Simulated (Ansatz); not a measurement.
# Hypothetical rock salt WGe under a change: x(Zn) = 0.333, 6 atoms, I4/mmm

The parent structure is WGe in the rock salt structure (space group Fm-3m, No. 225; a = 5.098 Å; a hypothetical phase, not in the database extracts checked).

The other end (x = 1) is ZnW in the rock salt structure (space group Fm-3m, No. 225; a hypothetical phase, not in the database extracts checked): 15.65 Å³/atom, gap zero; this end may not be an ambient phase.

One thing is altered: a fraction x = 0.333 of the Ge sites is given to Zn, ordered in a cell of 6 atoms (starting symmetry I4/mmm) and fully relaxed.

Computed with PBEsol, PAW, 420 eV (Ansatz, a quantum-chemistry and plane-wave program; no SOC), earlier PAW set. Γ-centred 19×19×19 mesh, Fermi–Dirac width 0.05 eV, for the changed cell.

The volume per atom grows by 0.90 Å³ (16.56 Å³ → 17.46 Å³) and the density decreases by 0.78 g/cm³ (12.86 g/cm³ → 12.08 g/cm³). The shortest interatomic distance decreases by 0.180 Å to 2.369 Å and the band gap stays zero. The mixing energy is -0.09 eV/atom (to 0.01 eV only: unlike meshes or grids) (against an end that may be hypothetical) and the deviation of the volume from the linear (Vegard-type) interpolation amounts to +7.4 %.

Each cell is one ordered arrangement of few atoms, which overstates ordering effects compared with a random alloy. Stability against distortions was not tested. The final runs are not spin-polarised. ZnW3Ge2 and WGe have a high density of states at the Fermi level and may be magnetic at this level. Under x(Zn) = 0.333, 6 atoms, I4/mmm the cell changed shape so far that it is another structure.
